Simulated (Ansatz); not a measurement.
## In on a Hf site (middle of the slab) in a 2x1 cell of the 1x1 (100) surface of monoclinic HfO2 (cut with top plane 2 O)

Host crystal: monoclinic HfO2, with a band gap (PBE, scalar-relativistic without spin-orbit coupling).

Method: PBE (plane waves to 420 eV, PAW; Ansatz, a first-principles code).

Model: 48-atom slab, 9.3 Å thick at the start (thin: gaps and levels are the slab's own), 2x4x1 mesh, Fermi-Dirac 0.01 eV, dipole correction, 4 atoms held, the rest relaxed; no symmetry held; spin-polarised, ending with about 1.0 μB a cell, a value that depends on the mesh; orders that need a larger cell were not tried, no spin-orbit, no U. The slab shows no gap over 0.04 eV on its mesh.

- formation energy against hcp Hf, tetragonal indium = 7.48 eV
- change of the step from the bottom to the top vacuum level, against the clean slab = 0.000 eV
- energy released by relaxation = 0.72 eV
- largest move of a host atom = 0.36 Å
